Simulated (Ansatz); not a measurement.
Response to strain in SnO

Base system: SnO (space group P4/nmm, No. 129; a = 3.767 Å, c = 4.557 Å; layered, stacked along the Cartesian z axis; relaxed with 0.1 eV smearing).

Strains are applied to the cell and any free atomic positions relax.

All numbers come from plane-wave PAW DFT at the PBEsol-D3(BJ) level (Ansatz, a first-principles code, 420 eV), spin-orbit coupling left out, earlier PAW set.

Computed cases, in order: isotropic strain −4.29 %; isotropic strain −1.78 %; the unstrained base; isotropic strain +0.27 %; isotropic strain +4.54 %.

**Question.** Between which two neighbouring cases does the band gap open or close?

**Answer.** Between isotropic strain +0.27 % (zero) and isotropic strain +4.54 % (0.53 eV). The whole series: isotropic strain −4.29 %: zero; isotropic strain −1.78 %: zero; the unstrained base: zero; isotropic strain +0.27 %: zero; isotropic strain +4.54 %: 0.53 eV.

Stability against distortions was not tested. All final runs are without spin polarisation. A zero or small gap of SnO can be the functional's error rather than a property of the material.
